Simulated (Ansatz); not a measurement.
**A computed series for W: response to strain**

Consider W in the bcc (W type) structure (space group Im-3m, No. 229; relaxed with 0.1 eV smearing).

```yaml
crystal:
  lattice:
    - [-1.57711, 1.57711, 1.57711]
    - [1.57711, -1.57711, 1.57711]
    - [1.57711, 1.57711, -1.57711]
  atoms:
    - { symbol: W, position: [0.00000, 0.00000, 0.00000] }
```

Cartesian axes are those of the cell as printed.

Strains are applied to the cell and any free atomic positions relax; under biaxial strain the out-of-plane vector relaxes too.

Level of theory: Ansatz (a quantum-chemistry and plane-wave program), PBEsol, PAW, cutoff 420 eV, scalar-relativistic without spin-orbit coupling.

Notes on the quantities. energy relative to the base: free energy F.

```csv
"biaxial strain, plane normal [001], relaxed out of plane (%)",energy relative to the base (meV/atom)
0,0.0
0.5,?
1,5.7
1.5,12.6
2,22.2
2.5,34.4
3,49.0
```

Problem. Fit ΔE = Aε² + Bε³ (ε in %) to the rows shown and predict the withheld row.

Solution. Least squares on the printed values gives A = 5.77 and B = -0.11 meV/atom (largest residual 0.0 meV/atom); this predicts 1.4 meV/atom, and the run gives 1.4 meV/atom, in agreement.

Stability against distortions was not tested. All final runs are without spin polarisation.
